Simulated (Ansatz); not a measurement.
The starting structures come from a database of crystals and need not be the phases stable at ambient conditions.

By PBEsol, the system below comes out a metal.

Without scattering a metal conducts by its projected Fermi surface.

Given:

```
Sn
1.0
    3.31479     0.00000     0.00000
    0.00000     4.13143     0.00000
    1.65740    -2.06571     1.95466
Sn
1
Direct
  0.00000   0.00000   0.00000
```

Space group of this cell: Immm. The cell is strained (lengths across the current scaled by 0.98, ions clamped); by PBEsol its mean pressure is -0.7 GPa.

The current flows along the normal of the first two printed cell vectors. No spin-orbit coupling; the value is a mean over 0.1 eV about the Fermi level.

Predict the ballistic conductance per area from PBEsol in Ansatz (a quantum-chemistry and plane-wave program).

1.2 × 10¹⁵ S/m² for both spins.
